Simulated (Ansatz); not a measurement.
We consider AlB2-type MgB₂, described by PBEsol (Ansatz, a first-principles code, plane waves, PAW).

Run with plane-wave cutoff 520 eV, 24×24×18 k mesh (along the axes of the cell as run), Fermi–Dirac smearing 0.085 eV (set by the program), scalar-relativistic PAW data made under PBE.

Cell (measured lattice):

```cif
data_B2Mg
_chemical_formula_sum 'Mg1 B2'
_space_group_name_H-M_alt 'P 1'
_space_group_IT_number 1
_cell_length_a 3.08340
_cell_length_b 3.08340
_cell_length_c 3.52130
_cell_angle_alpha 90.000
_cell_angle_beta 90.000
_cell_angle_gamma 120.000
loop_
_space_group_symop_operation_xyz
  'x, y, z'
loop_
_atom_site_label
_atom_site_type_symbol
_atom_site_fract_x
_atom_site_fract_y
_atom_site_fract_z
_atom_site_occupancy
Mg1 Mg 0.00000 0.00000 0.00000 1
B1 B 0.66667 0.33333 0.50000 1
B2 B 0.33333 0.66667 0.50000 1
```

**Question.** Predict the elastic constant C33, Young modulus, elastic constant C12, elastic constant C11, elastic constant C13, elastic constant C44 and elastic constant C66.

**Answer.** 
- elastic constant C33: 254 GPa
- Young modulus: 278 GPa
- elastic constant C12: 51.4 GPa
- elastic constant C11: 415 GPa
- elastic constant C13: 30.1 GPa
- elastic constant C44: 71.1 GPa
- elastic constant C66: 182 GPa

Note: the cell isn't this level's own, so it is under some stress, which shifts stiffness and frequencies.

Elastic constants are with the ions relaxed.

Computed values are for the static lattice.
